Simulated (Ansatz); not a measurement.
The starting structures come from a database of crystals and need not be the phases stable at ambient conditions.

 Where the default PAW files enter, the runs use the earlier of Ansatz's two default sets.

By PBEsol, the system below comes out a metal.

The ballistic (Sharvin) conductance counts the channels at the Fermi level: G/A = (e²/h) × channels of both spins per area.

```
InAs
1.0
    4.06912     0.00000     0.00000
   -2.03456     3.52396     0.00000
    2.03456     1.17465     3.22275
In As
1 1
Direct
  0.00000   0.50000   0.50000
  0.00000   0.00000   0.00000
```

Space group of this cell: R-3m. The cell is strained (lengths along the current scaled by 0.97, ions clamped); by PBEsol its mean pressure is -1.6 GPa.

The current flows along the normal of the first two printed cell vectors, the (111) (indices of the unstrained crystal) plane of the conventional cell. No spin-orbit coupling; the value is a mean over 0.1 eV about the Fermi level.

**Question.** Estimate the ballistic conductance per area that Ansatz (a quantum-chemistry and plane-wave program) with PBEsol returns for this system.

**Answer.** 0.91 × 10¹⁵ S/m² for both spins.
